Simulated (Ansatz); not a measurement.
Ansatz (an electronic-structure program) run on the (001) slab of Mg2Pd (cut from a parent of space group no. 139; 6 atoms in the cell): self-consistent single point.

Level of theory: PBEsol, default PAW files made with PBE (plane waves; Ansatz).

```xyz
6
Lattice="3.2563 0.0000 0.0000 0.0000 3.2563 0.0000 0.0000 0.0000 22.0481" Properties=species:S:1:pos:R:3 pbc="T T T"
Mg     1.6281     1.6281    15.0481
Mg     0.0000     0.0000     7.0000
Pd     0.0000     0.0000    13.5567
Mg     0.0000     0.0000     9.9828
Mg     1.6281     1.6281    12.0653
Pd     1.6281     1.6281     8.4914
```

Reference input (self-consistent single point, DFT, PBEsol, plane waves, default PAW files made with PBE): basis.ecutwfc = 420 eV; kpoints.mp_grid.grid = 9 9 1; hamiltonian.xc = pbesol; hamiltonian.pseudopotentials = {kind: paw} (the program's default PAW files); scf.occupations.method = fermi_dirac; scf.occupations.width = 0.1 eV. This run's input differs from it in these lines:

Ansatz 0.2 input:
```diff
@@ -15,3 +15,3 @@
 kpoints:
-  mp_grid: { grid: [9, 9, 1] }
+  mp_grid: { grid: [26, 26, 1] }
 hamiltonian:
```

The program printed (abridged):

```
SCF iter   1: F=—  HF=-21463.590315 eV  |F-HF|=—  |Δ(HF+E_count)|=         —  Δρ=2.64e-3  dr2=6.24e-2  ethr=1.77e-3  ⟨swp⟩=10.8  Hψ=23168  notcnv=0  defer=11
all-band conjugate gradients solve this SCF's bands
preconditioner: auto → LDOS
SCF iter   2: F=—  HF=-21463.587870 eV  |F-HF|=—  |Δ(HF+E_count)|=   2.44e-3  Δρ=2.32e-3  dr2=1.46e-2  ethr=8.21e-5  ⟨swp⟩=2.6  Hψ=10534  notcnv=0  defer=51
   [... lines left out ...]
SCF iter   5: F=—  HF=-21463.584243 eV  |F-HF|=—  |Δ(HF+E_count)|=   8.50e-6  Δρ=7.43e-5  dr2=3.25e-5  ethr=2.49e-7  ⟨swp⟩=2.4  Hψ=7275  notcnv=0  defer=51
SCF iter   6: F=—  HF=-21463.584220 eV  |F-HF|=—  |Δ(HF+E_count)|=   2.33e-5  Δρ=3.59e-5  dr2=5.07e-6  ethr=4.28e-8  ⟨swp⟩=2.0  Hψ=6318  notcnv=0  defer=40
SCF iter   7: F=—  HF=-21463.584220 eV  |F-HF|=—  |Δ(HF+E_count)|=   3.55e-7  Δρ=8.00e-6  dr2=2.18e-7  ethr=6.67e-9  ⟨swp⟩=2.0  Hψ=6185  notcnv=0  defer=40
SCF iter   8: F=-21463.584220 eV  HF=-21463.584220 eV  |F-HF|=7.68e-10  |Δ(HF+E_count)|=   2.55e-7  Δρ=1.67e-6  dr2=1.16e-8  ethr=1.32e-10  ⟨swp⟩=10.7  Hψ=20437  notcnv=0
SCF 1 converged in 8 iterations: F = -21463.584220 eV  dr2 = 1.16e-8
Free energy (F): -21463.584220 eV
Internal energy: -21463.501371 eV  (E = F + TS)
E sigma→0 (E₀):  -21463.542795 eV
Entropy (-TS):   -0.082850 eV (-13.808 meV/atom)
Fermi energy:    3.186862 eV
--- Forces (eV/Å), atoms counted from 1 ---
  atom   1  Mg     0.00000000     0.00000000    -0.25632239
  atom   2  Mg     0.00000000     0.00000000     0.25632239
  atom   3  Pd     0.00000000     0.00000000     0.09558305
  atom   4  Mg     0.00000000     0.00000000    -0.06872794
  atom   5  Mg     0.00000000     0.00000000     0.06872794
  atom   6  Pd     0.00000000     0.00000000    -0.09558305
--- Stress (GPa, compression-positive) ---
       -1.649583       0.000000       0.000000
        0.000000      -1.649583       0.000000
        0.000000       0.000000      -0.984269
  P = ⅓ Tr σ = -1.4278 GPa (-14.278 kbar)
  The stress holds the Pulay correction. Without it, at fixed plane waves, as pw.x and ABINIT print it: P = -1.4343 GPa
```

The run converged in 8 iterations. Against the reference run the free energy stays essentially unchanged (within 1 meV/atom) and the largest force goes from 0.277 to 0.256 eV/Å.

The starting cell comes from a database of computed structures (which also holds hypothetical and non-ambient phases and stackings), without a prior relaxation at this level. The slab is cut from that crystal, and its faces are unrelaxed. Its lattice was rescaled by up to half a per cent. Spin polarisation is off.

Cost on one core of a shared machine: roughly 40 s.
